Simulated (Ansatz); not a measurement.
Results of LDA in Ansatz (PAW) for AlB2-type ZrB₂.

Numerical settings: plane-wave cutoff 520 eV, 24×24×16 k mesh (along the axes of the cell as run), Fermi–Dirac smearing 0.05 eV, scalar-relativistic PAW data made under PBE.

A third-order Birch–Murnaghan fit to the energies gives V0 = 9.883 Å³/atom, B0 = 261 GPa, B′ = 3.9.

```json
[
 {"V (Å³/atom)": "9.488", "P (GPa)": "…"},
 {"V (Å³/atom)": "9.686", "P (GPa)": "5.48"},
 {"V (Å³/atom)": "9.883", "P (GPa)": "0.00"},
 {"V (Å³/atom)": "10.081", "P (GPa)": "…"},
 {"V (Å³/atom)": "10.279", "P (GPa)": "…"}
]
```

Estimate the withheld pressures from this fit; the answers are the runs' own values.


- 9.488, P (GPa): 11.53
- 10.081, P (GPa): -4.97
- 10.279, P (GPa): -9.47

The formula P = (3/2) B0 (x^(7/3) − x^(5/3)) [1 + (3/4)(B′ − 4)(x^(2/3) − 1)] with x = V0/V meets the computed pressures within 0.03 GPa when these rounded values are put in.

Shape and atoms are relaxed at each volume.

Note: the bulk modulus comes from volumes at which shape and atoms were relaxed.

Static lattice: no zero-point or thermal effects.

Ansatz is a quantum-chemistry and plane-wave program.
